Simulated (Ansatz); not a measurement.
## GaN, pressure series

Base system: GaN in the zinc blende structure (space group F-43m, No. 216; a = 4.549 Å).

Cell and atoms are relaxed at each pressure.

Level of theory: Kohn–Sham DFT with the PBE functional, run in Ansatz (a quantum-chemistry and plane-wave program) with PAW and 420 eV plane waves, no spin-orbit coupling.

```
pressure (GPa)  volume per atom (Å³/atom)
--------------  -------------------------
-2                                 11.904
-1                                      ?
0                                  11.763
0.9                                11.704
2.1                                11.624
9                                  11.222
15                                 10.924
22.5                               10.601
30                                 10.321
```

### Question
Fit the third-order Birch–Murnaghan form P(V) = (3B₀/2)[(V₀/V)^(7/3) − (V₀/V)^(5/3)]·[1 + (3/4)(B₀′ − 4)((V₀/V)^(2/3) − 1)] (squares taken in P) to the rows shown and predict the withheld row.

### Answer
Least squares on the printed values gives V₀ = 11.763 Å³/atom, B₀ = 172 GPa, B₀′ = 4.3; this predicts 11.833 Å³/atom, and the run gives 11.833 Å³/atom, in agreement.

Load acts through the strain it causes; cell and atoms are relaxed under it. No phonon test of stability was made. Tetrahedral semiconductors of this kind turn to denser phases somewhere between about 1 and 50 GPa; those were not computed, so compressed cells here can lie past the real transition. This is not the structure that GaN has at room temperature and ambient pressure.
